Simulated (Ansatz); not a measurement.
Start from As in the A7 type structure (space group R-3m, No. 166; a = 3.746 Å, c = 9.752 Å (hexagonal axes); layered).

All numbers come from Kohn–Sham DFT with the PBEsol-D3(BJ) functional, run in Ansatz (a quantum-chemistry and plane-wave program) with PAW and 420 eV plane waves, without spin-orbit coupling.

Before the change:

* **In-plane lattice parameter a**: 3.746 Å
* **Shortest interatomic distance**: 2.518 Å

It is then changed as follows: a free-standing slab of 2 layers (4 atoms, 2 a layer) is cut normal to the stacking axis, with 15 Å of vacuum and the in-plane cell relaxed.

### Question
Predict the new in-plane lattice parameter a, excess energy per area of both faces, shortest interatomic distance and thickness between the outermost nuclei.

### Answer
The in-plane lattice parameter a falls by 0.1173 Å (3.746 Å → 3.628 Å); the excess energy per area of both faces (slab less bulk energy over the cell's area: twice a surface energy) amounts to 1.17 J/m² (uncertain by up to 0.06 J/m²); the shortest interatomic distance shrinks by 0.0321 Å (2.518 Å → 2.485 Å); the thickness between the outermost nuclei comes out as 4.78 Å.

The excess energy carries the mismatch between the slab's and the bulk's meshes. No phonon test of stability was made.
